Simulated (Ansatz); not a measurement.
The reference is ZrB$_{2}$ (space group P6/mmm, No. 191; a = 3.171 Å, c = 3.542 Å; relaxed with 0.1 eV smearing). Axes: x lies along a and z along c of the hexagonal cell.

All numbers come from DFT with PBE, PAW potentials and a 420 eV plane-wave cutoff in Ansatz (a quantum-chemistry and plane-wave program), no spin-orbit coupling.

For the base:

The band gap is zero.

Perturbation: uniaxial strain ε_zz = +0.50 %, all other strain components held at zero; the atoms relax in the strained cell.

Q: What happens to the stress?

A: The stress (xx, yy, zz, yz, xz, xy; compression positive) comes out as (-0.6, -0.6, -2.1, 0.0, 0.0, 0.0) GPa.

Q: Predict the new band gap.

A: The band gap is still zero.

No phonon test of stability was made. The final runs are not spin-polarised.
